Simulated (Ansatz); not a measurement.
Start from ScAl3 in the Cu3Au type structure (space group Pm-3m, No. 221; a = 4.033 Å; relaxed with 0.1 eV smearing). Axes: x, y, z lie along the cube axes.

All numbers come from Kohn–Sham DFT with the LDA functional, run in Ansatz (a first-principles code) with PAW and 420 eV plane waves, no SOC.

One thing is altered: uniaxial strain ε_zz = +3.00 %, all other strain components held at zero; the atoms relax in the strained cell.

Question: Predict the stress tensor and what it implies for the stiffness.

Answer: Stress of the strained cell less that of the base (GPa, compression positive):
```
   -1.2     0.0     0.0
    0.0    -1.2     0.0
    0.0     0.0    -5.5
```

Then −Δσ_ii/ε with ε = 0.0300 gives secant stiffness values (nonlinear terms included at this strain): C33 ≈ 184 GPa, C13 ≈ 39 GPa and C23 ≈ 39 GPa.

As a check, the harmonic strain energy −½ V₀ Δσ:ε is 8.5 meV/atom; the computed energy rise is 8.7 meV/atom.

Stability against distortions was not tested. All final runs are without spin polarisation.
